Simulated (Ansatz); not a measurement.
Consider Si in the diamond structure (space group Fd-3m, No. 227; a = 5.4443 Å).

All numbers come from Kohn–Sham DFT with the r2SCAN functional, run in Ansatz (a quantum-chemistry and plane-wave program) with PAW and 500 eV plane waves, scalar-relativistic without spin-orbit coupling.

Base values:

| Property | Value |
|---|---|
| Gap character | indirect, Γ → Γ–X (87 % along) |

Perturbation: every lattice vector is shortened by 0.50 %; the atoms relax in the strained cell.

Problem. Estimate the effect on the energy relative to the base and gap character.

Solution. The energy rises by 1.4 meV/atom; the gap character remains indirect, Γ → Γ–X (87 % along).

No phonon test of stability was made.
